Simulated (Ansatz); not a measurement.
# A computed series for hypothetical cubic perovskite RbHgI3: response to strain

Take RbHgI3 in the cubic perovskite structure (space group Pm-3m, No. 221; a = 6.052 Å; a hypothetical phase, not in the database extracts checked) as the base. Axes: x, y, z lie along the cube axes.

Strains are applied to the cell and any free atomic positions relax; under biaxial strain the out-of-plane vector relaxes too.

All numbers come from PBE in Ansatz (plane waves to 420 eV, PAW, spin-orbit coupling left out).

Candidates:
(a) isotropic strain −4.32 %
(b) biaxial strain +0.39 %, plane normal [110], relaxed out of plane
(c) isotropic strain +5.98 %

Notes on the quantities. energy relative to the base: free energy F.

Order them by energy relative to the base, lowest first.

(b) biaxial strain +0.39 %, plane normal [110], relaxed out of plane (+0.1 meV/atom), (a) isotropic strain −4.32 % (+51 meV/atom), (c) isotropic strain +5.98 % (+61 meV/atom)

Without a gap, meshes like the base's 8×8×8 leave anisotropic stresses uncertain by several tenths of a GPa, and small strain energies with them. Stability against distortions was not tested. All final runs are without spin polarisation. Many cubic perovskites are stable only at high temperature; tilts and polar distortions were not tested.

Ansatz is a quantum-chemistry and plane-wave program.
